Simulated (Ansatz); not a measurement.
The surface is single layer of As (symmetry P-3m1 as a slab, 2 atoms a cell) and the vacuum level minus Kohn-Sham valence edge is 5.37 eV. The vacuum level minus Kohn-Sham conduction edge is 3.73 eV, the gap of the slab on its mesh is 1.64 eV and the apparent barrier, filled states, bias minus 1.2 V is 6.1 eV (κ = 1.26 1/Å). The apparent barrier, filled states, bias minus 1.8 V is 6.0 eV (κ = 1.26 1/Å) and the apparent barrier, empty states, bias plus 1.2 V is 4.4 eV (κ = 1.08 1/Å). The apparent barrier, empty states, bias plus 1.8 V comes out as 3.9 eV (κ = 1.01 1/Å).

The numbers are results of PBE, Tersoff-Hamann images (plane waves, PAW; Ansatz, an electronic-structure program), not measurements.

The apparent barrier is ħ²κ²/2m, with κ from the fall of the mean window density between 3.5 and 5 Å; states of large in-plane momentum fall faster than their energy alone says. Mesh 18×18×1, no spin-orbit coupling, no spin polarisation; biases count from the run's Fermi level.
